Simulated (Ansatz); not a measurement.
Take GaS in the beta-GaS type structure (space group P6_3/mmc, No. 194; layered, stacked along the Cartesian z axis) as the base.

```yaml
crystal:
  lattice:
    - [3.59064, 0.00000, 0.00000]
    - [-1.79532, 3.10958, 0.00000]
    - [0.00000, 0.00000, 15.44873]
  atoms:
    - { symbol: Ga, position: [0.33333, 0.66667, 0.17077] }
    - { symbol: Ga, position: [0.66667, 0.33333, 0.67077] }
    - { symbol: Ga, position: [0.66667, 0.33333, 0.82923] }
    - { symbol: Ga, position: [0.33333, 0.66667, 0.32923] }
    - { symbol: S, position: [0.33333, 0.66667, 0.60035] }
    - { symbol: S, position: [0.66667, 0.33333, 0.10035] }
    - { symbol: S, position: [0.66667, 0.33333, 0.39965] }
    - { symbol: S, position: [0.33333, 0.66667, 0.89965] }
```

Computed with Ansatz (an electronic-structure program) PBE-D3(BJ), no spin-orbit coupling.

For the base:

The pressure comes out as 0.0 kbar.

Modification: an isotropic linear strain of +4.84 %, atoms relaxed at fixed cell.

Problem. Predict the new largest internal atomic displacement.

Solution. The largest internal atomic displacement comes out as 0.174 Å.

Problem. What does the calculation give for the energy relative to the base after the change?

Solution. The energy increases by 47 meV/atom.

Problem. How does this affect the pressure?

Solution. The pressure (mean of the normal stresses, compression positive) goes from zero to -39.6 kbar.

Whether these cells are dynamically stable was not tested.
